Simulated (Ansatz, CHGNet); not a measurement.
# SnO (model structure, started from the h-BN type, P6₃/mmc, No. 194, 4 atoms in the cell): c axis length by level of theory

No measured value is used here.

```
level (code)           value (Å)
---------------------  ---------
CHGNet 0.3.0               7.309
LDA (Ansatz)               5.066
PBE (Ansatz)               5.238
PBE-D3(BJ) (Ansatz)          [?]
r²SCAN+rVV10 (Ansatz)      5.160
```

Question: Fill in the missing entries.

Answer: 
- PBE-D3(BJ) (Ansatz, an electronic-structure program), value (Å): 5.194

CHGNet 0.3.0: the cell has another shape than the first-principles one, perhaps another minimum in the same group. Cutoffs differ between the levels. Ansatz's density-functional and Hartree–Fock values are scalar-relativistic unless marked +SOC, with PAW data made under PBE.

Machine-learned potentials (CHGNet 0.3.0) are trained on DFT data: a solid inside that data is no test of them.

A model structure was made by putting elements into a prototype or built by hand; it is no filed structure, need not be a known phase, and can be a saddle point held by its symmetry.
